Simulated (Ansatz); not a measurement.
Base system: GaAs in the zinc blende structure (space group F-43m, No. 216).

```
GaAs
1.0
    0.00000     2.82948     2.82948
    2.82948     0.00000     2.82948
    2.82948     2.82948     0.00000
Ga As
1 1
Cartesian
  0.00000   0.00000   0.00000
  1.41474   1.41474   1.41474
```

Cartesian axes are those of the cell as printed.

Method: PBEsol, PAW, 420 eV (Ansatz, a quantum-chemistry and plane-wave program; scalar-relativistic without spin-orbit coupling).

For the base:

The valence-band top at Γ is 0.00, 0.00, 0.00 eV and the valley order comes out as Γ 0.42 eV; L along ⟨111⟩ 0.92 eV; a point along ⟨100⟩, about 1.0 Å⁻¹ from Γ 1.32 eV.

It is then changed as follows: biaxial strain −1.00 %, plane normal [001], relaxed out of plane (Cartesian); in-plane vectors clamped, the third vector and the atoms free.

Task: Estimate the effect on the out-of-plane strain, energy relative to the base, valence-band top at Γ and valley order.

Result: The out-of-plane strain amounts to +0.90 %; the energy increases by 1.7 meV/atom; the valence-band top at Γ (three highest levels, from the VBM) becomes 0.00, 0.00, -0.11 eV (base: 0.00, 0.00, 0.00 eV); the valley order (the lowest conduction-band minima on the path, energy above the VBM, named in the base's zone) goes from Γ 0.42 eV; L along ⟨111⟩ 0.92 eV; a point along ⟨100⟩, about 1.0 Å⁻¹ from Γ 1.32 eV to Γ 0.46 eV; L along [111] 0.91 eV; a point along [010], about 1.0 Å⁻¹ from Γ 1.22 eV; a point along [001], about 1.0 Å⁻¹ from Γ 1.37 eV.

The levels and masses belong to the bands next to the band gap. Whether these cells are dynamically stable was not tested.
